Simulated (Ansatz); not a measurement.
# BN, pressure series

Take BN in the zinc blende structure (space group F-43m, No. 216; a = 3.625 Å) as the base.

Cell and atoms are relaxed at each pressure.

Calculations: DFT with PBE, PAW potentials and a 420 eV plane-wave cutoff in Ansatz (a quantum-chemistry and plane-wave program), spin-orbit coupling left out.

Two rows of this table had their results exchanged by mistake.

```tsv
pressure	volume per atom (Å³)	shortest distance (Å)	band gap
pressure −2 GPa	5.99	1.572	4.46 eV
pressure −1 GPa	5.97	1.571	4.46 eV
pressure 0.9 GPa	5.94	1.568	4.47 eV
pressure 2.1 GPa	5.92	1.567	4.47 eV
pressure 4.5 GPa	5.88	1.563	4.48 eV
pressure 9 GPa	5.82	1.557	4.49 eV
pressure 15 GPa	5.55	1.533	4.53 eV
pressure 22.5 GPa	5.64	1.541	4.52 eV
pressure 30 GPa	5.73	1.550	4.50 eV
```

Which two?

The rows for pressure 15 GPa and pressure 30 GPa: the volume has to fall steadily with pressure, so 5.73 Å³ belongs to pressure 15 GPa and 5.55 Å³ to pressure 30 GPa.

Load acts through the strain it causes; cell and atoms are relaxed under it. No phonon test of stability was made. No other phases were tried under pressure.
